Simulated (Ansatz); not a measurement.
Consider SrTiO$_{3}$ in the cubic perovskite structure (space group Pm-3m, No. 221; a = 3.936 Å).

All numbers come from Ansatz (a quantum-chemistry and plane-wave program), PBE, PAW, cutoff 420 eV, no spin-orbit coupling, earlier PAW set.

The change: every Ti is replaced by V; the structure is relaxed again.

Measured lattice parameter a: SrTiO3 3.89 Å (0 K or low temperature; corrected from measurement; as listed in D. I. Bilc et al., Physical Review B (2008)); SrVO3 3.842 Å (temperature not stated; as listed in Samuel D. Marks et al., Physical Review Materials (2021)).

Task: How well does PBE reproduce the measured shift?

Result: With PBE the lattice parameter a moves by -0.078 Å (3.936 → 3.858) against -0.048 Å measured. The two measured values stand on different bases (one corrected, one not), which blurs small differences.

Whether these cells are dynamically stable was not tested. Starting moments died away, wholly or in part, for Ti → V; another magnetic solution may exist. No Hubbard U is applied, and correlation can decide whether such a compound is a metal. All final runs are without spin polarisation. An odd electron count without spin: SrVO3. Many cubic perovskites are stable only at high temperature; tilts and polar distortions were not tested.
